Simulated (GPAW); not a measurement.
Several settings converged on HfOs (Pm-3m, 2 atoms in the cell)

```
CELL_PARAMETERS angstrom
      3.22725     0.00000     0.00000
      0.00000     3.22725     0.00000
      0.00000     0.00000     3.22725
ATOMIC_POSITIONS crystal
  Hf 0.00000 0.00000 0.00000
  Os 0.50000 0.50000 0.50000
```

Base method: LDA (Perdew-Wang 92), GPAW PAW datasets LDA (gpaw-data 1.0.1) (plane waves; GPAW).

Base settings: mode = pw; ecut = 600 eV; xc = LDA; kpts = 5 5 5; mesh shift (steps) = 0 0 0; occupations.name = methfessel-paxton; occupations.width = 0.1 eV; occupations.order = 0; nbands = -10; convergence.density = 1e-05 e/electron.

**Zone-centre phonons against the cutoff**

In this ladder: symmetry.symmorphic = default; symmetry.tolerance = default; symmetry.point_group = false; displacement = 0.02 Å.

The mesh stays at the base's, so the ladder's end is converged at best in this setting alone.

Frequencies are those of the unrelaxed cell, without the LO-TO term of polar crystals.

Only quantities that move along the ladder and can be compared are tabulated.

| ecut | highest zone-centre frequency (cm⁻¹) |
|---|---|
| 300 eV | 128.3 |
| 420 eV | 130.1 |
| 600 eV | 129.9 |
| 900 eV | 130.1 |

Coarsest ecut that holds the highest zone-centre frequency within 1 cm⁻¹ of the last step, with all finer ones: 420 eV; the step before is off by 1.9 cm⁻¹.

**The force threshold of a relaxation**

On HfOs (P4mm, 2 atoms in the cell): one atom moved by 0.15 angstrom.

In this ladder: optimizer = BFGS.

The mesh stays at the base's, so the ladder's end is converged at best in this setting alone.

Only quantities that move along the ladder and can be compared are tabulated.

```tsv
fmax	free energy less the last step's (meV/atom)	largest force left (eV/Å)	relaxation steps
0.2 eV/Å	0.72	0.1284	2
0.1 eV/Å	0.00	0.0084	3
0.05 eV/Å	0.00	0.0081	3
0.03 eV/Å	0.00	0.0078	3
0.02 eV/Å	0.00	0.0079	3
0.005 eV/Å	0.00	0.0001	4
0.001 eV/Å	0.00	0.0003	4
```

Coarsest fmax that holds the free energy within 0.2 meV/atom of the last step, with all finer ones: 0.1 eV/Å; the step before is off by 0.72 meV/atom.

Coarsest fmax that holds the largest force left within 0.01 eV/Å of the last step, with all finer ones: 0.1 eV/Å; the step before is off by 0.13 eV/Å.

On the base run: the starting cell comes from a database of computed structures (which also holds hypothetical and non-ambient phases and stackings), without a prior relaxation at this level. Its lattice was rescaled by up to half a per cent. Spin polarisation is off. In the base run, with a pressure of about -6 GPa the cell is away from its equilibrium volume at this level. Without a gap this mesh is coarse (it stands for a supercell whose shortest vector is 16 Å).
